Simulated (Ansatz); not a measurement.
Cost and result by functional for the surface energy of the (10-10) surface of beta Si3N4 in its 1x1 cell (cut with top plane N, bottom plane N), outermost plane spacing 0.96 Å in the ideal cut (in the relaxation 2 N–Si bonds formed), in Ansatz (plane waves, PAW). Single points on the PBE structure, on one kind of machine; costs are rough ratios of the slab run's core time (references not counted) to the cheapest single point. r2SCAN's cost holds its higher cutoff (500 against 420 eV). Differences are taken against HSE06 for comparison alone: no measured value is at hand, so the table doesn't rank accuracy. HSE06 ran on a coarser k-mesh, which lowers its cost and carries part of its shift.

Model: 28-atom slab, N16Si12, 12.9 Å thick at the start, 9x4x1 mesh, Fermi-Dirac 0.025 eV, dipole correction, all atoms relaxed; symmetry of the start imposed; no spin, no spin-orbit, no U. These notes are the PBE run's.

```csv
functional,relative cost,surface energy (J/m²),less HSE06 (J/m²)
PBEsol,1,2.46,-0.14
RPBE,1,2.23,-0.37
LDA,1,2.63,0.03
r2SCAN,2,2.69,0.09
HSE06,7,2.60,0.00
PBE (the relaxed run's value),–,2.37,-0.23
```

The values span 0.46 J/m², while the single points' costs differ by a factor of roughly 7. Differences are of unrounded values.

Ansatz is a quantum-chemistry and plane-wave program.
